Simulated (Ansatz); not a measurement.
The parent structure is PbSe in the rock salt structure (space group Fm-3m, No. 225).

PbSe is taken in the cubic space group Fm-3m (No. 225), the rock salt structure, Pearson symbol cF8. Lattice parameters: a = b = c = 6.1780 Å, α = β = γ = 90.00°. Se on 4a is surrounded by 6 Pb at 3.089 Å (octahedral). Pb on 4b has 6 Se at 3.089 Å (octahedral). (Neighbours: up to the widest gap in distance over summed covalent radii, below 1.35, at either atom; cation-cation and far metal-metal contacts left out.)
(The calculation used a cell of 2 atoms; values per cell refer to that cell.)

Method: Ansatz (a first-principles code) r2SCAN, spin-orbit coupling left out.

Before the change:

```
Quantity             Value
-------------  -----------
Gap character  direct at L
```

It is then changed as follows: electron doping at 2.0×10^21 cm⁻³ (0.118 per cell), with a uniform compensating background at fixed cell and a 300 K Fermi–Dirac width.

### Question
What does the calculation give for the Fermi level from band edge after the change?

### Answer
The Fermi level relative to the doped band's edge (positive inside the band; to 0.05 eV) comes out as +0.70 eV.

### Question
What happens to the gap character?

### Answer
The gap character remains direct at L.

Charged cell with a jellium background: band edges are those of the host's band count, energies are not comparable with the neutral cell, and many-body gap narrowing is missing. Spin-orbit coupling, missing from the scalar runs, can matter with Pb. Stability against distortions was not tested.
